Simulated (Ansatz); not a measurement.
# Response to strain in MgS

The reference is MgS in the rock salt structure (space group Fm-3m, No. 225).

```xyz
2
Lattice="0.0000 2.5910 2.5910 2.5910 0.0000 2.5910 2.5910 2.5910 0.0000" Properties=species:S:1:pos:R:3 pbc="T T T"
Mg     0.0000     0.0000     0.0000
S      2.5910     2.5910     2.5910
```

Cartesian axes are those of the cell as printed.

Strains are applied to the cell and any free atomic positions relax; under biaxial strain the out-of-plane vector relaxes too.

Computed with PBEsol in Ansatz (plane waves to 420 eV, PAW, no SOC).

Notes on the quantities. energy relative to the base: free energy F.

```json
[
 {"biaxial strain, plane normal [001], relaxed out of plane (%)": "0", "energy relative to the base (meV/atom)": "0.0"},
 {"biaxial strain, plane normal [001], relaxed out of plane (%)": "0.5", "energy relative to the base (meV/atom)": "0.5"},
 {"biaxial strain, plane normal [001], relaxed out of plane (%)": "1", "energy relative to the base (meV/atom)": "1.8"},
 {"biaxial strain, plane normal [001], relaxed out of plane (%)": "1.5", "energy relative to the base (meV/atom)": "3.9"},
 {"biaxial strain, plane normal [001], relaxed out of plane (%)": "2", "energy relative to the base (meV/atom)": "6.9"},
 {"biaxial strain, plane normal [001], relaxed out of plane (%)": "2.5", "energy relative to the base (meV/atom)": "?"},
 {"biaxial strain, plane normal [001], relaxed out of plane (%)": "3", "energy relative to the base (meV/atom)": "14.9"}
]
```

Fit ΔE = Aε² + Bε³ (ε in %) to the rows shown and predict the withheld row.

Least squares on the printed values gives A = 1.85 and B = -0.064 meV/atom (largest residual 0.0 meV/atom); this predicts 10.5 meV/atom, and the run gives 10.5 meV/atom, in agreement.

Whether these cells are dynamically stable was not tested.

Ansatz is a quantum-chemistry and plane-wave program.
